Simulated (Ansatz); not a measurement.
**What uniaxial strain ε_zz = −1.52 % does to Al**

Base system: Al in the fcc (Cu type) structure (space group Fm-3m, No. 225; a = 3.9924 Å; relaxed with 0.1 eV smearing). Axes: x, y, z lie along the cube axes.

The change: uniaxial strain ε_zz = −1.52 %, all other strain components held at zero, atoms relaxed at fixed cell.

Calculations: Ansatz (a program for electronic structure) r2SCAN, spin-orbit coupling left out, earlier PAW set. Settings: 28×28×28 k-points, 0.1 eV Fermi–Dirac smearing.

```json
[
 {"quantity": "volume per atom", "base": "15.91 Å³", "changed": "15.67 Å³", "shift": "-0.24 Å³"},
 {"quantity": "shortest interatomic distance", "base": "2.823 Å", "changed": "2.802 Å", "shift": "-0.021 Å"},
 {"quantity": "energy relative to the base (free energy F)", "base": "0 meV/atom", "changed": "+1.6 meV/atom", "shift": "+1.6 meV/atom"},
 {"quantity": "pressure (mean of the normal stresses, compression positive)", "base": "0.0 GPa", "changed": "1.5 GPa", "shift": "+1.5 GPa"},
 {"quantity": "band gap", "base": "zero", "changed": "zero", "shift": "–"},
 {"quantity": "stress (xx, yy, zz, yz, xz, xy; compression positive)", "base": "–", "changed": "(1.1, 1.1, 2.2, 0.0, 0.0, 0.0) GPa", "shift": "–"}
]
```

Stability against distortions was not tested.
